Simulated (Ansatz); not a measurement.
The starting structures come from a database of crystals and need not be the phases stable at ambient conditions.

The decay constant κ of evanescent states in the gap governs leakage through a thin film.

Data:

```xyz
2
Lattice="4.0043 0.0000 0.0000 -2.0021 3.4678 0.0000 2.0021 -1.1559 3.3676" Properties=species:S:1:pos:R:3 pbc="T T T"
Be     0.0000     0.0000     0.0000
Te     4.0043     0.0000     2.5257
```

The cell is strained (lengths along the current scaled by 1.03, ions clamped); by r2SCAN it stands under a pressure of -1.7 GPa.

Transport runs along the normal of the first two printed cell vectors, the (111) (indices of the unstrained crystal) plane of the conventional cell.

The gap is the functional's own. No spin-orbit coupling. Mid-gap values are those at the computed energy nearest the middle.

Problem. Estimate the band gap and the smallest decay constant κ at mid-gap that r2SCAN run with Ansatz (a first-principles code) returns for this system.

Solution. Gap 2.39 eV on a 10×10×10 mesh; κ = 0.156 1/Å, at the zone centre.
